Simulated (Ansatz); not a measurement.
Results of r²SCAN+SOC (Ansatz, a quantum-chemistry and plane-wave program, PAW) for In2O3 (model structure, started from the Nb2Se3 type, P3m1, No. 156, 5 atoms in the cell).

Numerical settings: plane-wave cutoff 560 eV, 18×18×8 k mesh (along the axes of the cell as run), Fermi–Dirac smearing 0.05 eV, PAW data made under PBE.

Cell (relaxed with PBE-D3(BJ)):

```cif
data_In2O3
_chemical_formula_sum 'In2 O3'
_space_group_name_H-M_alt 'P 1'
_space_group_IT_number 1
_cell_length_a 3.28847
_cell_length_b 3.28847
_cell_length_c 7.48082
_cell_angle_alpha 90.000
_cell_angle_beta 90.000
_cell_angle_gamma 120.000
loop_
_space_group_symop_operation_xyz
  'x, y, z'
loop_
_atom_site_label
_atom_site_type_symbol
_atom_site_fract_x
_atom_site_fract_y
_atom_site_fract_z
_atom_site_occupancy
In1 In 0.00000 0.00000 0.41196 1
In2 In 0.00000 0.00000 0.83840 1
O1 O 0.66667 0.33333 0.61186 1
O2 O 0.33333 0.66667 0.29910 1
O3 O 0.66667 0.33333 0.96366 1
```

### Question
What does this level give for the band gap?

### Answer

- band gap = 0.60 eV (on the SCF k mesh)

Note: the relaxation could raise the start's symmetry but not lower it, so the cell can be a saddle point; cell and atoms aren't relaxed at this level (largest force component 0.43 eV/Å, pressure -3.4 GPa).

Static lattice: no zero-point or thermal effects.

Computing time: roughly 14 core-minutes.

A model structure was made by putting elements into a prototype or built by hand; it is no filed structure, need not be a known phase, and can be a saddle point held by its symmetry.
